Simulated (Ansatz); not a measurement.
```
CELL_PARAMETERS angstrom
     26.00000     0.00000     0.00000
      0.00000    29.00000     0.00000
      0.00000     0.00000     4.09713
ATOMIC_POSITIONS crystal
  Ge 0.26717 0.47611 0.00000
  Ge 0.26717 0.52389 0.50000
  Ge 0.34538 0.37763 0.50000
  Ge 0.34402 0.42602 0.00000
  Ge 0.34402 0.57398 0.50000
  Ge 0.34538 0.62237 0.00000
  Ge 0.42323 0.27887 0.00000
  Ge 0.42211 0.32725 0.50000
  Ge 0.42194 0.47539 0.00000
  Ge 0.42194 0.52461 0.50000
  Ge 0.42211 0.67275 0.00000
  Ge 0.42323 0.72113 0.50000
  Ge 0.50000 0.22952 0.00000
  Ge 0.50000 0.37662 0.50000
  Ge 0.50000 0.42582 0.00000
  Ge 0.50000 0.57418 0.50000
  Ge 0.50000 0.62338 0.00000
  Ge 0.50000 0.77048 0.50000
  Ge 0.57677 0.27887 0.00000
  Ge 0.57789 0.32725 0.50000
  Ge 0.57806 0.47539 0.00000
  Ge 0.57806 0.52461 0.50000
  Ge 0.57789 0.67275 0.00000
  Ge 0.57677 0.72113 0.50000
  Ge 0.65462 0.37763 0.50000
  Ge 0.65598 0.42602 0.00000
  Ge 0.65598 0.57398 0.50000
  Ge 0.65462 0.62237 0.00000
  Ge 0.73283 0.47611 0.00000
  Ge 0.73283 0.52389 0.50000
  H  0.21841 0.44490 0.00000
  H  0.21841 0.55510 0.50000
  H  0.29644 0.34657 0.50000
  H  0.29644 0.65343 0.00000
  H  0.37414 0.24810 0.00000
  H  0.37414 0.75190 0.50000
  H  0.50000 0.19731 0.70142
  H  0.50000 0.19731 0.29858
  H  0.50000 0.80269 0.20142
  H  0.50000 0.80269 0.79858
  H  0.62586 0.24810 0.00000
  H  0.62586 0.75190 0.50000
  H  0.70356 0.34657 0.50000
  H  0.70356 0.65343 0.00000
  H  0.78159 0.44490 0.00000
  H  0.78159 0.55510 0.50000
```

Levels: PBE (plane waves to 420 eV, PAW; Ansatz, a first-principles code); PBE with spin-orbit coupling (Ansatz). Unmarked values and the geometry are of the first. Mesh 1×1×8. No spin polarisation. Isolated but for its images some 11 Å away. A model structure. It keeps the symmetry and period of its start, so it need not be a minimum against all distortions. Values not marked SOC lack spin–orbit coupling. Buckling under compression is shut out by symmetry and the short period.

### Question
Say what this body is, and give its properties.

### Answer
H-capped Ge nanowire along [110], 30 atoms a period besides the caps. An idealised model, cut from the bulk lattice.
| Quantity | Result |
|---|---|
| largest distance between nuclei across the axis | 17.56 Å |
| energy over the bulk Ge and H2 molecule | +134 meV per atom other than the caps |
| PBE gap | 1.07 eV, direct at Γ |
| electron mass along the axis (PBE) | 0.10 mₑ |
| hole mass along the axis (PBE) | 0.066 mₑ |
| valence and conduction edges under the vacuum level (PBE) | 4.64 and 3.57 eV |
| PBE+SOC gap at this geometry | 1.06 eV |
| axial stiffness dF/dε | 219 nN |
